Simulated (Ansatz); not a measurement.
The reference is CoSi (space group P2_13, No. 198; a = 4.383 Å; non-magnetic). Axes: x, y, z lie along the cube axes.

The values are results of r2SCAN (Ansatz, a quantum-chemistry and plane-wave program; PAW; 500 eV plane waves; no spin-orbit coupling), earlier PAW set, not measurements.

Strains are applied to the cell and any free atomic positions relax; under biaxial strain the out-of-plane vector relaxes too.

One change was made to it. Results:

```tsv
quantity	base	after
energy relative to the base (free energy F)	0 meV/atom	+13 meV/atom
pressure (mean of the normal stresses, compression positive)	0.0 GPa	0.5 GPa
shortest interatomic distance	2.292 Å	2.261 Å
```

**Question.** Which change produced these results?
A) uniaxial strain ε_zz = +2.59 %
B) biaxial strain −1.04 %, plane normal [111], relaxed out of plane
C) tensor shear ε_yz = −2.32 %
D) tensor shear ε_xz = −2.70 %
E) uniaxial strain ε_xx = −5.35 %

**Answer.** D, tensor shear ε_xz = −2.70 %. For comparison, the energy relative to the base in the other runs: uniaxial strain ε_xx = −5.35 % gives +47 meV/atom; biaxial strain −1.04 %, plane normal [111], relaxed out of plane gives +3.4 meV/atom; tensor shear ε_yz = −2.32 % gives +9.6 meV/atom; uniaxial strain ε_zz = +2.59 % gives +8.4 meV/atom.

Stability against distortions was not tested. Starting moments died away, wholly or in part, for the base; another magnetic solution may exist. All final runs are without spin polarisation.
